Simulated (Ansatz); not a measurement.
Take SiC in the wurtzite structure (space group P6_3mc, No. 186; a = 3.056 Å, c = 5.016 Å) as the base. Axes: x lies along a and z along c of the hexagonal cell.

Level of theory: LDA in Ansatz (plane waves to 420 eV, PAW, no SOC).

Before the change:

- Pressure = 0.00 GPa
- Smallest direct gap = 3.92 eV

Now apply this change: uniaxial strain ε_xx = +1.20 %, all other strain components held at zero, atoms relaxed at fixed cell.

### Question
Estimate the effect on the pressure.

### Answer
The pressure (mean of the normal stresses, compression positive) goes from zero to -2.70 GPa.

### Question
Estimate the effect on the energy relative to the base.

### Answer
The energy increases by 2.3 meV/atom.

### Question
How does this affect the smallest direct gap?

### Answer
The smallest direct gap shrinks by 0.13 eV to 3.79 eV.

Whether these cells are dynamically stable was not tested.

Ansatz is a program for electronic structure.
